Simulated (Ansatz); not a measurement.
Functionals compared on CO on the 1x1 (10-10) surface of wurtzite AlN (cut with top plane Al + N), one in a 2x1 cell, started at the site 'top Al', in Ansatz (plane waves, PAW). The structure was relaxed with PBE; the other rows are single points on it, each with its references at the same level. Cutoff 420 eV (500 eV for r2SCAN). HSE06 used the coarser mesh 3x3x1.

Host crystal: wurtzite AlN, with a band gap (PBE, scalar-relativistic without spin-orbit coupling).

Set-up: 34 atoms, 8.9 Å thick at the start under the adsorbate (thin: gaps and levels are the slab's own); mesh 3x4x1; 0.01 eV smearing; dipole correction on; 16 atoms held, the rest relaxed; symmetry of the start imposed; no spin, no spin-orbit, no U, no dispersion correction. At the end it is bonded to Al. In PBE it is, or lies within 0.03 eV of, the lowest of the starts that converged. These notes are the PBE run's. Adsorption energies are against CO(g). A negative adsorption energy means that the adsorbate is more stable on the surface than in its reference.

```json
[
 {"functional": "PBE", "adsorption energy (eV)": "-0.72", "rough cost of the single point": "–"},
 {"functional": "RPBE", "adsorption energy (eV)": "-0.50", "rough cost of the single point": "very roughly 40 core-seconds"},
 {"functional": "r2SCAN", "adsorption energy (eV)": "-0.76", "rough cost of the single point": "about 80 core-seconds (a rough figure)"},
 {"functional": "HSE06", "adsorption energy (eV)": "-0.58", "rough cost of the single point": "around 12 core-minutes (rough)"}
]
```

Ansatz is a first-principles code.
